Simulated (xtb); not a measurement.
xtb 6.7.1, GFN1-xTB: C[Si](C)(C)c1ccc(-c2ccc(-c3ccco3)[se]2)o1, 35 atoms. The geometry is a generated start, not checked to be a minimum at this level.

| Item | Result |
|---|---|
| run flags | --grad |
| method | GFN1-xTB |
| --acc | 1 (default) |
| --etemp (K) | 300 (default) |
| basis functions | 120 |
| valence electrons | 98 |

One run each on 1 thread. Values of broydamp tried: 0.02, 0.05, 0.1, 0.2, 0.4 (default), 0.6, 0.8, 1.

**Question.** How does the count of SCC iterations change with broydamp, and where is it least?

**Answer.** Fewest SCC iterations, within one of each other: 0.2 with 12, 0.4 (default) with 11, 0.6 with 12. The count rises to 19 at 0.02. All converge to one solution.

```json
[
 {"broydamp": "0.02", "SCC iterations": "19", "end": "same solution"},
 {"broydamp": "0.05", "SCC iterations": "17", "end": "same solution"},
 {"broydamp": "0.1", "SCC iterations": "15", "end": "same solution"},
 {"broydamp": "0.2", "SCC iterations": "12", "end": "same solution"},
 {"broydamp": "0.4 (default)", "SCC iterations": "11", "end": "same solution"},
 {"broydamp": "0.6", "SCC iterations": "12", "end": "same solution"},
 {"broydamp": "0.8", "SCC iterations": "13", "end": "same solution"},
 {"broydamp": "1", "SCC iterations": "14", "end": "same solution"}
]
```
